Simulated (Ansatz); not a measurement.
The parent structure is GaN (space group Pm-3n, No. 223; a hypothetical phase, not in the database extracts checked).

```xyz
12
Lattice="5.5131 0.0000 0.0000 0.0000 5.5131 0.0000 0.0000 0.0000 5.5131" Properties=species:S:1:pos:R:3 pbc="T T T"
Ga     1.3783     0.0000     2.7566
Ga     2.7566     1.3783     0.0000
Ga     2.7566     4.1348     0.0000
Ga     4.1348     0.0000     2.7566
Ga     0.0000     2.7566     4.1348
Ga     0.0000     2.7566     1.3783
N      1.3783     2.7566     0.0000
N      0.0000     1.3783     2.7566
N      0.0000     4.1348     2.7566
N      4.1348     2.7566     0.0000
N      2.7566     0.0000     4.1348
N      2.7566     0.0000     1.3783
```

All numbers come from PBEsol (Ansatz, a program for electronic structure; PAW; 420 eV plane waves; no spin-orbit coupling).

Perturbation: the cell is scaled by 1.0111 in all directions; the atoms relax in the strained cell.

**Question.** Predict the new mean gap deformation potential ΔEg/Δln V and energy relative to the base.

**Answer.** The mean gap deformation potential ΔEg/Δln V amounts to -3.7 eV; the energy goes up by 6.9 meV/atom.

No phonon test of stability was made.
